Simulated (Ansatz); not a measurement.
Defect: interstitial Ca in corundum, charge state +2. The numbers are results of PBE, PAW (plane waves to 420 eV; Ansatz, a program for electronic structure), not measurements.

Settings: 120 host sites, the relaxed PBE lattice, the Γ point alone, smearing 0.01 eV, spin-restricted, no image-charge correction. No zero-point or tunnelling terms. The charge state is imposed; whether it is stable for some Fermi level was not computed. Sites that were not tried may lie lower.

Barriers: single points on a 2×2×2 k-point mesh shifted by half a step along c at the bands' geometries.

Relaxed starting cell (atoms counted from 1):

```xyz
121
Lattice="9.6175 0.0000 0.0000 -4.8088 8.3290 0.0000 0.0000 0.0000 13.1251" Properties=species:S:1:pos:R:3 pbc="T T T"
Al    -0.0044     0.0036     4.1952
Al    -2.4078     4.1457     4.5958
Al     4.7846     0.0140     4.5958
Al     2.4190     4.1800     4.5958
Al     2.4209     1.4132     2.4135
Al    -0.0044     5.5563     2.4205
Al     7.1798     1.3991     2.4135
Al     4.8126     5.5275     2.4135
Al     0.0312     2.8149     4.0794
Al    -2.3961     6.8962     4.0794
Al     4.8044     2.7799     4.1208
Al     2.3520     6.9576     4.0794
Al     2.4295     1.4691     6.3051
Al    -0.0043     5.5562     6.3056
Al     7.1272     1.3785     6.3051
Al     4.8567     5.4921     6.3051
O      3.3036     0.0081     3.2996
O      0.9433     4.1963     3.2798
O      8.1119    -0.0279     3.1836
O      5.7429     4.1595     3.2910
O      0.7190     1.3195     3.1836
O     -1.6559     5.4155     3.2798
O      5.5299     1.2774     3.2910
O      3.1543     5.4656     3.2996
O      1.4616     2.8096     5.4246
O     -0.9586     6.9567     5.4661
O      6.2734     2.7819     5.4810
O      3.9856     7.0131     5.4214
O     -0.7400     4.0295     5.4661
O     -3.2609     8.2830     5.4216
O      4.0682     4.0510     5.4809
O      1.6414     8.1991     5.4245
O     -0.7375     1.3725     5.4215
O     -3.1160     5.6600     5.4246
O      4.0717     1.5068     5.4809
O      1.6857     5.6825     5.4660
O     -1.6622     2.8661     3.2996
O     -4.0351     7.0482     3.1836
O      3.1405     2.9029     3.2910
O      0.6995     7.0569     3.2798
Al     2.4976     1.3973     9.0938
Al    -0.0043     5.5563     9.0240
Al     7.1549     1.4737     9.0940
Al     4.7606     5.4692     9.0938
Al    -0.0189     2.8740     6.7976
Al    -2.3199     6.9099     6.7976
Al     4.8045     2.7799     6.8300
Al     2.3258     6.8847     6.7975
Al    -0.0042     0.0034     6.5062
Al    -2.4028     4.1871     8.5275
Al     4.8179    -0.0109     8.5275
Al     2.3808     4.1637     8.5275
Al    -0.0368     2.8199    10.7545
Al    -2.3579     6.9527    10.7543
Al     4.8043     2.7801    10.7427
Al     2.3817     6.8964    10.7544
O      0.8826     1.3944     7.4401
O     -1.4634     5.5368     7.6468
O      5.7466     1.3862     7.6741
O      3.3503     5.5759     7.6687
O      3.1264     2.6608     7.6741
O      0.7084     6.8296     7.6468
O      7.9529     2.6412     7.6688
O      5.5654     6.8691     7.4403
O      1.6517     0.1126    10.1062
O     -0.9526     4.1869     9.8509
O      6.3267    -0.0220     9.8252
O      3.8323     4.1022     9.8588
O     -0.9271     1.3835    10.1066
O     -3.1476     5.4993     9.8252
O      4.1455     1.2770     9.8588
O      1.6558     5.4197     9.8509
O      1.6168     2.8626     9.8252
O     -0.7161     7.0623     9.8508
O      6.4354     2.9610     9.8588
O      4.0708     6.8440    10.1063
O      3.1102     0.1226     7.6688
O      0.7421     4.3024     7.6468
O      7.9653     0.0761     7.4399
O      5.5404     4.2927     7.6741
Al     0.0030     2.8064     0.2751
Al    -2.3895     6.9248     0.2751
Al     4.8044     2.7800     0.2757
Al     2.3734     6.9376     0.2751
Al    -0.0043     0.0035    11.4305
Al    -2.4196     4.1872    11.2173
Al     4.8263     0.0036    11.2173
Al     2.3891     4.1492    11.2172
Al     2.4254     1.3832    12.8838
Al    -0.0043     5.5563    12.8881
Al     7.2036     1.4181    12.8838
Al     4.7842     5.5386    12.8838
Al    -0.0043     0.0036     1.7256
Al    -2.4019     4.1642     1.9317
Al     4.7977    -0.0003     1.9317
Al     2.4000     4.1759     1.9317
O     -1.4992     2.8505    12.1090
O     -3.8530     6.9374    12.1185
O      3.3328     2.7607    12.0373
O      0.9261     6.9365    12.0402
O      0.7258     4.0604    12.0402
O     -1.6004     8.2039    12.1089
O      5.5235     4.0641    12.0373
O      3.1161     8.1988    12.1185
O      3.8777     1.3996     1.1166
O      1.4588     5.5624     1.1168
O      8.6636     1.4090     1.0754
O      6.2827     5.5347     1.1032
O      1.6795     2.6828     1.1032
O     -0.7412     6.8204     1.1169
O      6.4632     2.6676     1.1166
O      4.0621     6.8075     1.0754
O      1.6876     0.1234     1.0754
O     -0.7306     4.2861     1.1169
O      6.4509     0.1223     1.1032
O      4.0723     4.2727     1.1166
O      0.7239     1.5326    12.1185
O     -1.6648     5.6721    12.0402
O      5.5570     1.5152    12.0373
O      3.0865     5.6147    12.1089
Ca    -4.8135     8.3332     8.8754
```
Cell charge +2.

End state 1 differs by these moves (Å; atoms that move under 0.15 Å are left out):

| atom | element | Δx | Δy | Δz |
|---|---|---|---|---|
| 1 | Al | 0.00 | 0.00 | 0.65 |
| 19 | O | 0.00 | 0.06 | 0.20 |
| 21 | O | 0.05 | -0.03 | 0.20 |
| 28 | O | -0.13 | -0.09 | 0.07 |
| 30 | O | 0.14 | -0.07 | 0.07 |
| 33 | O | -0.01 | 0.16 | 0.07 |
| 38 | O | -0.05 | -0.03 | 0.20 |
| 41 | Al | -0.05 | -0.01 | -0.15 |
| 43 | Al | 0.04 | -0.03 | -0.15 |
| 44 | Al | 0.01 | 0.05 | -0.15 |
| 49 | Al | 0.00 | 0.00 | 1.76 |
| 53 | Al | -0.01 | 0.05 | -0.15 |
| 54 | Al | 0.05 | -0.01 | -0.15 |
| 56 | Al | -0.04 | -0.03 | -0.15 |
| 57 | O | 0.07 | 0.00 | 0.14 |
| 64 | O | -0.03 | -0.07 | 0.14 |
| 65 | O | 0.00 | -0.22 | -0.52 |
| 69 | O | 0.19 | 0.11 | -0.52 |
| 76 | O | -0.19 | 0.11 | -0.52 |
| 79 | O | -0.04 | 0.06 | 0.14 |
| 85 | Al | 0.00 | 0.00 | 1.76 |
| 93 | Al | 0.00 | 0.00 | 0.65 |
| 98 | O | -0.07 | 0.00 | 0.14 |
| 104 | O | 0.04 | 0.06 | 0.14 |
| 107 | O | 0.13 | -0.09 | 0.07 |
| 112 | O | 0.01 | 0.16 | 0.07 |
| 113 | O | -0.14 | -0.07 | 0.07 |
| 117 | O | 0.03 | -0.07 | 0.14 |
| 121 | Ca | 0.00 | 0.00 | 1.95 |

**Question.** Predict the forward and backward barriers to end state 1 from PBE, PAW.

**Answer.** forward 1.12 eV, backward 1.12 eV; at the saddle point atom 121 has neighbours 3 O at 2.00 Å. The saddle point's order was not checked, and it lies on a symmetry element of the cell, where a band can be held.
